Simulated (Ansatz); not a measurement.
Start from CsI in the CsCl type structure (space group Pm-3m, No. 221; a = 4.667 Å).

Method: DFT with PBE, PAW potentials and a 420 eV plane-wave cutoff in Ansatz (a quantum-chemistry and plane-wave program), scalar-relativistic without spin-orbit coupling.

Before the change:

The valley order is Γ 3.69 eV; M along ⟨110⟩ 4.26 eV and the pressure is 0.00 GPa.

One thing is altered: an isotropic linear strain of −5.96 %, atoms relaxed at fixed cell.

Problem. How does this affect the energy relative to the base, valley order and pressure?

Solution. The energy increases by 64 meV/atom; the valley order (the lowest conduction-band minima on the path, energy above the VBM, named in the base's zone) changes from Γ 3.69 eV; M along ⟨110⟩ 4.26 eV to Γ 3.99 eV; M along ⟨110⟩ 4.23 eV; the pressure goes from zero to 2.90 GPa.

With I present, leaving out spin-orbit coupling can change the band edges. The levels and masses belong to the bands next to the band gap. No phonon test of stability was made.
